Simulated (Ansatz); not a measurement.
```yaml
crystal:
  lattice:
    - [2.97276, 0.00000, 0.00000]
    - [0.00000, 2.97276, 0.00000]
    - [0.00000, 0.00000, 2.97276]
  atoms:
    - { symbol: Zn, position: [0.50000, 0.50000, 0.50000] }
    - { symbol: Rh, position: [0.00000, 0.00000, 0.00000] }
```

Computed with PBEsol, DFPT electron-phonon coupling, linearised Boltzmann equation (plane waves, PAW, scalar-relativistic; Ansatz, an electronic-structure program). How the cell was made: relaxed with this functional, without spin-orbit coupling.

### Question
What phonon-limited resistivity does this give at 300 K?

### Answer
5.2 μΩ·cm.

### Question
How long is the mean free path there?

### Answer
16.1 nm, weighted by the current that each state carries. Wires not much wider than this gain resistivity from their walls.

A metal at this level (no band gap). Only scattering by harmonic phonons is included (no impurities, grain boundaries, electron-electron scattering or thermal expansion). Spin-orbit coupling is left out. The run warned that the eigensolver left some states short of its tolerance. Halving the electron mesh (28x28x28) moves the resistivity by up to 3 % at 300 K, the mean free path by up to 1 %. Smearing 0.20 eV; phonons on a 5x5x5 q mesh, which this run doesn't test.

Computed structure, not matched to a measured one here, so possibly hypothetical: RhZn (Pm-3m).
